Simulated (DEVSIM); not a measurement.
System: Ti/AlN/p-GaAs capacitor, at 300 K.

Layer 1 from the left is AlN, thickness (nm) 2.90. Layer 2 from the left is GaAs, thickness (nm) 1900, Na (cm⁻³) 1.1e17.

Metal gate on the left, work function 4.33 eV. Fixed charge at the semiconductor interface 1.6e11 cm⁻² (in units of +e); no interface traps.

Constants are typed, rounded textbook-type inputs, not results; the design itself was drawn at random and stands for no fabricated device. Values at 300 K.

AlN: gap (eV) 6.1, affinity (eV) 1.9, permittivity 8.5. GaAs: gap (eV) 1.424, affinity (eV) 4.07, permittivity 12.9, Nc (cm⁻³) 4.7e17, Nv (cm⁻³) 9e18.

### Question
Estimate by hand the flat-band voltage, the threshold voltage, and compare with a numerical solution.

### Answer

- Flat-band voltage: C = 2.60 μF/cm², work-function difference -1.050 V; VFB = φms − qNf/C = -1.06 V; numerical -1.06 V.
- Threshold voltage: φF = 0.636 V, depletion charge √(4εqNφF) = 2.26e-7 C/cm²; VT = VFB + 2φF + Qd/C = 0.30 V; numerical 0.30 V.

Simulated with DEVSIM: 1D Poisson equation in equilibrium, Boltzmann statistics, complete ionisation; no quantum confinement or tunnelling. Metal contacts follow the ideal Schottky-Mott rule: no Fermi-level pinning, no interface dipoles.
